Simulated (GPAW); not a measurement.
# Worked example: self-consistent single point of Be (P6_3/mmc, 4 atoms in the cell) in GPAW

Method of the run: PBE, GPAW PAW datasets PBE (gpaw-data 1.0.1) (plane waves; GPAW).

This input was run:

```python
from ase import Atoms
from ase.units import GPa
from gpaw import GPAW, PW

atoms = Atoms(['Be', 'Be', 'Be', 'Be'],
              cell=[[2.262751, 0.000000, 0.000000],
                    [-1.131375, 1.959599, 0.000000],
                    [0.000000, 0.000000, 7.280415]],
              positions=[[0.000000, 0.000000, 0.000000],
                         [0.000000, 0.000000, 3.640207],
                         [-0.000001, 1.306400, 1.820104],
                         [1.131377, 0.653199, 5.460311]],
              pbc=True)

calc = GPAW(mode=PW(800),
            xc='PBE',
            kpts={'size': (22, 22, 6), 'gamma': True},
            occupations={'name': 'methfessel-paxton', 'width': 0.2, 'order': 0},
            nbands=-12,
            symmetry={'symmorphic': False, 'tolerance': 0.0005},
            maxiter=100,
            txt='-')

atoms.calc = calc

energy = atoms.get_potential_energy()
print('Energy (eV):', round(energy, 6))
forces = atoms.get_forces()
print('Forces (eV/Ang):')
print(forces.round(5))
stress = atoms.get_stress()
print('Stress (GPa, Voigt):', (stress / GPa).round(4))
```

Output (repeated stretches shortened):

```
Input parameters:
  kpts: {gamma: True,
         size: (22, 22, 6)}
  maxiter: 100
  mode: {ecut: 800.0,
         name: pw}
  nbands: -12
  occupations: {name: methfessel-paxton,
                order: 0,
                width: 0.2}
  symmetry: {symmorphic: False,
             tolerance: 0.0005}
  xc: PBE

species:
  Be:
    name: Beryllium
    Z: 4.0
    valence: 2
    core: 2
    charge: 0.0
    file: Be.PBE.gz

    # Using partial waves for Be as LCAO basis

Reference energy: -1592.739894  # eV

Spin-paired calculation

Convergence criteria:
 Maximum [total energy] change in last 3 cyles: 0.0005 eV / valence electron
 Maximum integral of absolute [dens]ity change: 0.0001 electrons / valence electron
 Maximum integral of absolute [eigenst]ate change: 4e-08 eV^2 / valence electron
 Maximum number of scf [iter]ations: 100

Symmetries present (total): 24
Symmetries with fractional translations: 12
2904 k-points: 22 x 22 x 6 Monkhorst-Pack grid + [1/44,1/44,1/12]
208 k-points in the irreducible part of the Brillouin zone
       k-points in crystal coordinates                weights
   0:     0.00000000    0.00000000    0.00000000          1/2904
   1:     0.00000000    0.00000000    0.16666667          2/2904
   2:     0.00000000    0.00000000    0.33333333          2/2904
   [... 7 lines left out ...]
          ...
 207:     0.50000000    0.50000000    0.50000000          3/2904

Wave functions: Plane wave expansion
  Cutoff energy: 800.000 eV
  Number of coefficients (min, max): 1635, 1684
  Pulay-stress correction: 0.000000 eV/Ang^3 (de/decut=0.000000)

Occupation numbers: Methfessel-Paxton:
  width: 0.2000  # eV
  order: 0

Eigensolver

Densities:
  Coarse grid: 15*15*48 grid
  Fine grid: 30*30*96 grid
  Total Charge: 0.000000

Density mixing:
  Method: separate
  Backend: pulay
  Linear mixing parameter: 0.05
  old densities: 5
  Damping of long wavelength oscillations: 50

Hamiltonian:
  XC and Coulomb potentials evaluated on a 30*30*96 grid
  External potential:
    NoExternalPotential

XC parameters: PBE with 2 nearest neighbor stencil

Number of atoms: 4
Number of atomic orbitals: 16
Number of bands in calculation: 16
Number of valence electrons: 8
Bands to converge: occupied

Density initialized from atomic densities
  16 bands from LCAO basis set

Atomic positions and initial magnetic moments

Positions:
   0 Be     0.000000    0.000000    0.000000    ( 0.0000,  0.0000,  0.0000)
   1 Be     0.000000    0.000000    3.640207    ( 0.0000,  0.0000,  0.0000)
   2 Be    -0.000001    1.306400    1.820104    ( 0.0000,  0.0000,  0.0000)
   3 Be     1.131377    0.653199    5.460311    ( 0.0000,  0.0000,  0.0000)

Unit cell:
           periodic     x           y           z      points  spacing
  1. axis:    yes    2.262751    0.000000    0.000000    15     0.1306
  2. axis:    yes   -1.131375    1.959599    0.000000    15     0.1306
  3. axis:    yes    0.000000    0.000000    7.280415    48     0.1517

  Lengths:   2.262751   2.262750   7.280415
  Angles:   90.000000  90.000000 120.000000

Effective grid spacing dv^(1/3) = 0.1440

     iter     time        total  log10-change:
                         energy   eigst   dens
iter:   1 --:--:--   -14.663270
iter:   2 --:--:--   -14.668827   -1.75  -1.43
iter:   3 --:--:--   -14.677721   -2.50  -1.45
iter:   4 --:--:--   -14.682755   -3.27  -1.91
iter:   5 --:--:--   -14.682821   -4.92  -2.43
iter:   6 --:--:--   -14.682829c  -6.81  -2.81
iter:   7 --:--:--   -14.682854c  -6.33  -2.86
iter:   8 --:--:--   -14.682853c  -8.79c -4.33c

Converged after 8 iterations.

Dipole moment: (-0.000000, -0.000000, -0.000001) |e|*Ang

Energy contributions relative to reference atoms: (reference = -1592.739894)

Kinetic:        +11.505892
Potential:       -4.517039
External:        +0.000000
XC:             -21.411125
Entropy (-ST):   -0.004911
Local:           -0.258127
SIC:             +0.000000
--------------------------
Free energy:    -14.685309
Extrapolated:   -14.682853

Showing only first 2 kpts
 Kpt  Band  Eigenvalues  Occupancy
  0     2     -1.83286    2.00000
  0     3      2.74797    2.00000
  0     4      8.02693    0.00061
  0     5     17.28453    0.00000

  1     2     -1.09707    2.00000
  1     3      2.39708    2.00000
  1     4      8.51199    0.00000
  1     5     15.15462    0.00000

Fermi level: 7.54249

No gap
No difference between direct/indirect transitions
Energy (eV): -14.682853

Forces in eV/Ang:
  0 Be   -0.00000    0.00000    0.00000
  1 Be   -0.00000    0.00000    0.00000
  2 Be   -0.00000    0.00000   -0.00000
  3 Be    0.00000    0.00000   -0.00000

Stress tensor:
     0.000649    -0.000000     0.000000
    -0.000000     0.000649    -0.000000
     0.000000    -0.000000     0.019598
Stress (GPa, Voigt): [ 0.104   0.104   3.1399 -0.      0.     -0.    ]
```

The run converged in 8 iterations. GPAW prints stress with tension positive.

The starting cell was generated: these elements placed on a structure prototype, without a prior relaxation; it need not be a known phase or ordering of this composition. Its lattice was rescaled by a random factor within 2.5 % of one.

Cost on one core of a shared machine: roughly 60 s.
